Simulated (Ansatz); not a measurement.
The starting structures come from a database of crystals and need not be the phases stable at ambient conditions.

Input:

```
InP
1.0
    4.16811     0.00000     0.00000
   -2.08406     3.60969     0.00000
    0.00000     0.00000     6.83999
In P
2 2
Direct
  0.66667   0.33333   0.50020
  0.33333   0.66667   0.00020
  0.66667   0.33333   0.87480
  0.33333   0.66667   0.37480
```

Space group of this cell: P6_3mc, wurtzite. The cell is taken as given.

These are r2SCAN (plane waves, PAW; Ansatz, a quantum-chemistry and plane-wave program) values and carry that method's errors.

The current runs along the normal of the first two printed vectors; no spin-orbit coupling. Scaled by the factor s: both lengths across the current (ions clamped). Meshes 12×12×6 and 12×12 across the current in all rows.

```tsv
s	mean pressure (GPa)	band gap (eV)
0.98	3.2	?
1.00	0.1	1.11
1.02	-2.3	0.90
```

Problem. Take the slope of the band gap against ln s from the two given rows, extrapolate to s = 0.98, and say what the run there gives.

Solution. Slope = (0.90 − 1.11) / ln 1.02 = -10.6 eV. The line gives 1.11 + (-10.6) × ln 0.98 = 1.32 eV. The run gives 1.29 eV, 0.03 eV under the line, 16 % of the predicted step.
